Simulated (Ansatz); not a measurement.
Data:

```xyz
2
Lattice="0.0000 2.6456 2.7840 2.6456 0.0000 2.7840 2.6456 2.6456 0.0000" Properties=species:S:1:pos:R:3 pbc="T T T"
Ga     0.0000     0.0000     0.0000
P      1.3228     1.3228     1.3920
```

Method: r2SCAN with spin-orbit coupling, rigid bands (plane waves, PAW; Ansatz, a program for electronic structure). Condition of this run: biaxial stress in (001) of 4.2 GPa (compression positive) (the target of the relaxation). Cell: cell and atoms relaxed with PBEsol, then loaded as said.

**Question.** What conductivity effective mass do dilute electrons have at 300 K?

**Answer.** 0.39 (x), 0.39 (y), 0.25 (z) mₑ.

**Question.** Predict the hole conductivity mass (n e² τ/σ) at 300 K, by direction if it differs.

**Answer.** 0.33 (x), 0.33 (y), 0.40 (z) mₑ.

**Question.** And the band gap?

**Answer.** 1.49 eV at this level; semilocal functionals usually fall short of the measured gap.

Rigid bands, one relaxation time for all states, no polarons. Geometry: cell and atoms relaxed with PBEsol.
